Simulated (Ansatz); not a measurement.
RuAl (Pm-3m): band-structure transport figures

Consider the following.

```
CELL_PARAMETERS angstrom
      2.98562     0.00000     0.00000
      0.00000     2.98562     0.00000
      0.00000     0.00000     2.98562
ATOMIC_POSITIONS crystal
  Al 0.00000 0.00000 0.00000
  Ru 0.50000 0.50000 0.50000
```

Method: PBEsol, rigid bands (plane waves, PAW, scalar-relativistic; Ansatz, a program for electronic structure). Condition of this run: hydrostatic pressure -2 GPa (the target of the relaxation). Cell: cell and atoms relaxed with PBEsol, then loaded as said.

The density of states at the Fermi level comes out as 1.61 states/(eV·cell), both spins and the bare Sommerfeld coefficient is 1.90 mJ/(mol of atoms·K²). The drude plasma energy is 7.8 eV. The root-mean-square Fermi velocity is 6.2e5 m/s and the resistivity times τ comes out as 8.0 ×10⁻²² Ω·m·s.

A metal at this level (no band gap); rigid bands, thermally averaged at 300 K, both spins. Spin-orbit coupling is left out. τ is one relaxation time for all states.
